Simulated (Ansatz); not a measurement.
```
CELL_PARAMETERS angstrom
      3.60443     0.00000     0.00000
      0.00000     3.60443     0.00000
      0.00000     0.00000     5.26427
ATOMIC_POSITIONS crystal
  Hf 0.00000 0.00000 0.00000
  Hf 0.50000 0.50000 0.50000
  O  0.00000 0.50000 0.19633
  O  0.00000 0.50000 0.69633
  O  0.50000 0.00000 0.30367
  O  0.50000 0.00000 0.80367
```

No spin polarisation.

0.684 electrons added to each cell, a density of 1.0×10^22 cm⁻³, with a uniform compensating background at fixed cell and a 300 K Fermi–Dirac width.

Level of theory: PBE (Ansatz, an electronic-structure program; PAW; 420 eV plane waves; scalar-relativistic without spin-orbit coupling). k-mesh 13×13×9 (Γ-centred); smearing 0.0259 eV (Fermi–Dirac).

Problem. Predict the gap between the host's bands and Fermi level from band edge.

Solution. The gap between the host's bands is 4.67 eV and the Fermi level relative to the doped band's edge (positive inside the band; to 0.05 eV) is +0.55 eV.

Carriers are added with a uniform compensating background; total energy and stress of such cells depend on the potential's zero and are not compared; many-body gap narrowing is missing at this level. With Hf present, leaving out spin-orbit coupling can change the band edges. Stability against distortions was not tested. The cell was made from HfO₂ (space group P4_2/nmc, No. 137) by this change: electrons 1.0×10^22 cm⁻³. This is not the structure that HfO2 has at room temperature and ambient pressure.
